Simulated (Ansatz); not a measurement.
**Effective masses and thermopower of CdSe under load (space group P6_3mc)**

Input:

```
CdSe
1.0
    4.41132     0.00000     0.00000
   -2.20566     3.82031     0.00000
    0.00000     0.00000     6.85873
Cd Se
2 2
Direct
  0.66667   0.33333   0.49480
  0.33333   0.66667   0.99480
  0.66667   0.33333   0.88106
  0.33333   0.66667   0.38106
```

The numbers are results of PBEsol with spin-orbit coupling, rigid bands (plane waves, PAW; Ansatz, an electronic-structure program), not measurements. Condition of this run: biaxial stress xx = yy = -2 GPa (compression positive) (the target of the relaxation). Cell: cell and atoms relaxed with PBEsol, then loaded as said.

| Quantity | Result |
|---|---|
| band gap | 0.35 eV |
| hole conductivity mass (300 K, dilute) | 1.24 (x), 1.24 (y), 0.34 (z) mₑ |
| effective density of states N_v (300 K) | 1.2e19 cm⁻³ |
| density-of-states mass, holes | 0.62 mₑ |
| Seebeck coefficient, p-type 1e19 cm⁻³, 300 K | 277 μV/K |
| best p-type power factor at 300 K for τ = 10 fs (best axis; densities from 1e16 to 1e21 cm⁻³ tried, whether or not they can be reached) | 4.5 μW/(cm·K²) at 3e20 cm⁻³ |

Rigid bands; masses and Seebeck coefficients take one relaxation time τ for all states and one kind of carrier; polarons and phonon drag are left out.
